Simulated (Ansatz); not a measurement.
Start from W in the bcc (W type) structure (space group Im-3m, No. 229; a = 3.1837 Å).

It is then changed as follows: a hydrostatic pressure of 2.1 GPa.

Levels (all Ansatz, a program for electronic structure, PAW, earlier PAW set): PBE (420 eV, no SOC); PBE+SOC (420 eV, spin-orbit coupling included).

The geometry is relaxed with PBE.

| Quantity | Result |
|---|---|
| PBE pressure | 2.1 GPa |

Problem. What does PBE+SOC give at this geometry for the pressure?

Solution. The pressure increases by 0.4 GPa, from 2.1 GPa to 2.5 GPa.

Single points use the geometry relaxed with PBE. The spin-orbit shifts are approximate. Load acts through the strain it causes; cell and atoms are relaxed under it. Whether these cells are dynamically stable was not tested. The runs without spin-orbit coupling are not spin-polarised.
